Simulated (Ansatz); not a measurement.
## fluorite-type NiSi2 (0 0 1) on zinc-blende GaP (0 0 1) (film strained to the substrate, started from cuts of the bulks and a machine-learned relaxation; slabs Ga5P6 and Ni4Si8, which can lie off the formulas)

A periodic stack without vacuum, fluorite-type NiSi2 (0 0 1) on zinc-blende GaP (0 0 1) (film strained to the substrate, started from cuts of the bulks and a machine-learned relaxation; slabs Ga5P6 and Ni4Si8, which can lie off the formulas): substrate slab Ga5P6, film Ni4Si8, surface cells [[1, 0], [1, 1]] and [[1, 0], [1, 1]], film strained by +1.1 and +1.1 %, outermost planes P/P and Si/Ni as cut, which need not be the usual terminations and can put a slab off its formula.

The start was prepared with a machine-learned potential, and the result is one local minimum, with the in-plane cell held and forces under 0.04 eV/Å; the film can end far from its bulk form.

Level of theory: PBE (plane waves to 420 eV, PAW; Ansatz, a program for electronic structure). No spin–orbit coupling; the runs are not spin-polarised; PBE gaps are too small against experiment. Its k-point mesh 8×8×1, Fermi–Dirac width 0.05 eV.

| Property | Value |
|---|---|
| interface area | 15.2 Å² |
| period | 25.95 Å |
| heights between the nearest atoms of the two slabs at the two interfaces | 1.80 and 1.16 Å |
| P–Si contacts across the interfaces within 1.22 times the sum of covalent radii | 3, mean 2.46 Å |
| Ni–P contacts across the interfaces within 1.22 times the sum of covalent radii | 2, mean 2.33 Å |
| Ga–Ni contacts across the interfaces within 1.22 times the sum of covalent radii | 1, mean 2.48 Å |
| estimate of the barrier | withheld, since the two interfaces are unlike |
| slope of the mean potential energy in the substrate | +1.4 MV/cm × e |

```
CELL_PARAMETERS angstrom
      3.89331    -0.00093    -0.08503
      0.00028     3.89451    -0.03591
     -0.89424    -1.91213    25.99154
ATOMIC_POSITIONS crystal
  Ga 0.09815 0.01282 0.17396
  Ga 0.58403 0.45597 0.06786
  Ga 0.18121 0.13076 0.38615
  Ga 0.64054 0.57138 0.28007
  Ga 0.71135 0.67887 0.49267
  P  0.09615 0.48344 0.12078
  P  0.32216 0.92770 0.01863
  P  0.16045 0.60114 0.33302
  P  0.61875 0.04204 0.22694
  P  0.22853 0.81407 0.54487
  P  0.70102 0.15270 0.43914
  Ni 0.37877 0.28564 0.77208
  Ni 0.83433 0.73464 0.67114
  Ni 0.43707 0.40266 0.97381
  Ni 0.91975 0.84580 0.87331
  Si 0.85952 0.25931 0.72024
  Si 0.35658 0.75977 0.71937
  Si 0.37270 0.52208 0.61434
  Si 0.88640 0.16338 0.61699
  Si 0.92041 0.37382 0.92518
  Si 0.43943 0.87616 0.92603
  Si 0.39987 0.81364 0.82238
  Si 0.89801 0.31811 0.82321
```
